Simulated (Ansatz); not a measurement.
An input for Ansatz (PBEsol) and the part of its output that reports the quasi-harmonic study. Lengths are of the primitive cell. The run noted for some of its cells that the k mesh resolves the field response roughly. At this level the gap is small or closed, and a narrow smearing was used. Dynamical quadrupoles are not included in the interpolation of the phonons between the solved wave vectors. Spin-orbit coupling is not included.

Ansatz 0.2 input:
```yaml
crystal:
  lattice:
    - [0.0, 3.055858535, 3.055858535]
    - [3.055858535, 0.0, 3.055858535]
    - [3.055858535, 3.055858535, 0.0]
  atoms:
    - { symbol: Sb, position: [0.25, 0.25, 0.25] }
    - { symbol: Ga, position: [0.0, 0.0, 0.0] }
kpoints:
  mp_grid: { grid: [10, 10, 10] }
hamiltonian:
  xc: pbesol
  pseudopotentials: { kind: paw }
scf:
  occupations: { method: fermi_dirac, width: 0.03 }
phonons:
  method: dfpt
  qmesh: [5, 5, 5]
  temperatures: { t_max: 1000, t_step: 25 }
  thermal_expansion: {}
checkpoint:
  write: run
```

```
--- Thermal expansion: 10 cells in 3 rounds, 0 GPa ---
  no lower state was reached at cell 4
  without vibrations: a 4.32119, b 4.32119, c 4.32119 Å, V 57.0551 Å³, B 51.04 GPa
  at 0 K: a 4.32613, b 4.32613, c 4.32613 Å, V 57.2509 Å³, B 50.64 GPa
  zero-point expansion: a +0.114, b +0.114, c +0.114, V +0.343 %
      T/K        a/Å        b/Å        c/Å       V/Å³ | expansion of a, b, c, V (1e-6/K)   | that of V in the mean from 25 °C | C_P, C_V (J/mol K of the cell) | B_T, B_S (GPa)
     0.00    4.32613    4.32613    4.32613    57.2509 |    0.00    0.00    0.00    0.00 |   12.74 |     0.000     0.000 |    50.64    50.64
   100.00    4.32649    4.32649    4.32649    57.2652 |    3.59    3.59    3.59   10.78 |   17.91 |    34.854    34.834 |    50.33    50.36
   200.00    4.32876    4.32876    4.32876    57.3555 |    6.28    6.28    6.28   18.83 |   20.16 |    45.201    45.079 |    49.68    49.82
   298.15    4.33162    4.33162    4.33162    57.4692 |    7.06    7.06    7.06   21.19 |       - |    47.849    47.622 |    49.00    49.23
   375.00    4.33403    4.33403    4.33403    57.5652 |    7.39    7.39    7.39   22.17 |   21.73 |    48.749    48.440 |    48.45    48.76
   475.00    4.33730    4.33730    4.33730    57.6956 |    7.69    7.69    7.69   23.07 |   22.28 |    49.408    48.989 |    47.70    48.11
   575.00    4.34069    4.34069    4.34069    57.8311 |    7.94    7.94    7.94   23.83 |   22.75 |    49.830    49.296 |    46.93    47.44
   675.00    4.34419    4.34419    4.34419    57.9712 |    8.19    8.19    8.19   24.57 |   23.18 |    50.151    49.495 |    46.12    46.73
   775.00    4.34781    4.34781    4.34781    58.1160 |    8.44    8.44    8.44   25.32 |   23.60 |    50.429    49.642 |    45.28    46.00
  the static fit leaves 0.004 meV an atom of the energies and, of the stresses, 0.004 GPa of each cell's largest along a strain (root mean squares over the cells), whose Pulay part it has at -0.015 GPa
  vibrations' free energy: its fit passes through its cells
  the electrons' free energy at temperature is in it; its fit leaves 0.0007 meV an atom at the most
  free energies summed between the sampled wave vectors
  estimated error of the fitted expansion in any direction: up to 0.060e-6/K, at 1000 K, with few degrees of freedom (an estimate, not a bound: it was exceeded on models of known expansion)
  by sums over the sampled wave vectors an expansion of the volume parts by up to 0.56e-6/K
  by a static energy of one degree less an expansion of the volume parts by up to 0.07e-6/K
  band gaps on the cells' k-points are 0.000 to 0.215 eV
  field_response_mesh_resolution in the phonons of 1 cell: 4
```

Warnings of the run: phonon_interpolation_lacks_quadrupole_term, thermal_expansion_settings.

Cost: about 4 core-hours (a rough figure).

Whether this phase is the stable one at each condition was not tested.

The PAW data sets were generated under PBE and serve the other functionals too.

Ansatz is a first-principles code.
